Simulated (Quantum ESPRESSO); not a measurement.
Worked example: self-consistent single point of Mg₆NbMo (Amm2, 8 atoms in the cell) in Quantum ESPRESSO.

Level of theory: LDA (PZ), GBRV 1.5 ultrasoft (LDA) pseudopotentials (plane waves; Quantum ESPRESSO).

The change in words: lattice scaled by 1.03. Reference geometry:
```yaml
crystal:
  lattice:
    - [4.91584, 0.00000, 0.00000]
    - [0.00000, 2.84244, 5.46167]
    - [0.00000, -2.84244, 5.46167]
  atoms:
    - { symbol: Mg, position: [0.50000, 0.67283, 0.17347] }
    - { symbol: Mg, position: [0.50000, 0.17347, 0.67283] }
    - { symbol: Mg, position: [0.00000, 0.83285, 0.33965] }
    - { symbol: Mg, position: [0.00000, 0.33965, 0.83285] }
    - { symbol: Mg, position: [0.00000, 0.31981, 0.31981] }
    - { symbol: Mg, position: [0.00000, 0.81571, 0.81571] }
    - { symbol: Nb, position: [0.50000, 0.17234, 0.17234] }
    - { symbol: Mo, position: [0.50000, 0.67333, 0.67333] }
```

Reference input (self-consistent single point, DFT, LDA (PZ), plane waves, GBRV 1.5 ultrasoft (LDA) pseudopotentials): ecutwfc = 40 Ry; ecutrho = 320 Ry; occupations = smearing; smearing = cold; degauss = 0.0036749 Ry; potentials = {Mg: mg_lda_v1.4.uspp.F.UPF, Nb: nb_lda_v1.uspp.F.UPF, Mo: mo_lda_v1.uspp.F.UPF}; K_POINTS = automatic 4 4 4 0 0 0; conv_thr = 1e-09 Ry; mixing_beta = 0.4. This run's input differs from it in these lines:

```diff
@@ -27,5 +27,5 @@
 CELL_PARAMETERS bohr
-   9.289585603     0.000000000     0.000000000
-   0.000000000     5.371438795    10.321058593
-   0.000000000    -5.371438795    10.321058593
+   9.568272964     0.000000000     0.000000000
+   0.000000000     5.532581411    10.630690219
+   0.000000000    -5.532581411    10.630690219
 ATOMIC_POSITIONS crystal
```

The program printed (abridged):

```
     Self-consistent Calculation

     iteration #  1     ecut=    40.00 Ry     beta= 0.40

     total energy              =   -1006.99220997 Ry
     estimated scf accuracy    <       2.17626748 Ry

     iteration #  2     ecut=    40.00 Ry     beta= 0.40

     total energy              =   -1006.74180130 Ry
     estimated scf accuracy    <      14.80353509 Ry

     iteration #  3     ecut=    40.00 Ry     beta= 0.40

     total energy              =   -1007.69917874 Ry
     estimated scf accuracy    <       0.19919247 Ry

   [... 9 blocks of this kind left out ...]

     iteration # 13     ecut=    40.00 Ry     beta= 0.40

     total energy              =   -1007.74144018 Ry
     estimated scf accuracy    <          1.4E-09 Ry

     iteration # 14     ecut=    40.00 Ry     beta= 0.40
     End of self-consistent calculation

     the Fermi energy is     7.9216 ev

!    total energy              =   -1007.74144018 Ry
     estimated scf accuracy    <          2.4E-10 Ry
     smearing contrib. (-TS)   =      -0.00016623 Ry
     internal energy E=F+TS    =   -1007.74127396 Ry

     convergence has been achieved in  14 iterations

     Forces acting on atoms (cartesian axes, Ry/au):

     atom    1 type  1   force =     0.00000000   -0.00002894    0.00110978
     atom    2 type  1   force =     0.00000000    0.00002894    0.00110978
     atom    3 type  1   force =     0.00000000   -0.00112318    0.00713133
     atom    4 type  1   force =     0.00000000    0.00112318    0.00713133
     atom    5 type  1   force =     0.00000000    0.00000000   -0.00761079
   [... lines left out ...]

     Total force =     0.016739     Total SCF correction =     0.000023

          total   stress  (Ry/bohr**3)                   (kbar)     P=      -69.80
  -0.00045615   0.00000000   0.00000000          -67.10        0.00        0.00
   0.00000000  -0.00051112   0.00000000            0.00      -75.19        0.00
   0.00000000   0.00000000  -0.00045618            0.00        0.00      -67.11

   JOB DONE.
```

The run converged in 14 iterations. Against the reference run the free energy goes up by 50.9 meV/atom, the pressure goes from -1.92 to -6.98 GPa and the largest force goes from 0.092 to 0.274 eV/Å.

The starting cell comes from a database of computed structures (which also holds hypothetical and non-ambient phases and stackings), without a prior relaxation at this level. Its lattice was rescaled by a random factor within 2.5 % of one. For this run, on top of that: lattice scaled by 1.03. Spin polarisation is off.

Cost on one core of a shared machine: roughly 3 min.
